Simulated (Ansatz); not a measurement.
# NbSi₂ (model structure, started from the MoSi2 type, I4/mmm, No. 139, 3 atoms in the cell)

The numbers are results of PBE (Ansatz, a quantum-chemistry and plane-wave program, PAW), not measurements.

Settings: plane-wave cutoff 500 eV, 16×16×16 k mesh, Fermi–Dirac smearing 0.05 eV, no spin polarisation, scalar-relativistic PAW data made under PBE.

Cell (relaxed at this level):

```xyz
3
Lattice="-1.6417 1.6417 4.1289 1.6417 -1.6417 4.1289 1.6417 1.6417 -4.1289" Properties=species:S:1:pos:R:3 pbc="T T T"
Nb     0.0000     0.0000     0.0000
Si     0.0000     0.0000     2.7380
Si     0.0000     0.0000     5.5197
```

- band gap = zero (no gap)

Note: the relaxation could raise the start's symmetry but not lower it, so the cell can be a saddle point.

Spin–orbit coupling is not included.

The result took very roughly 100 core-seconds.

A model structure was made by putting elements into a prototype or built by hand; it is no filed structure, need not be a known phase, and can be a saddle point held by its symmetry.
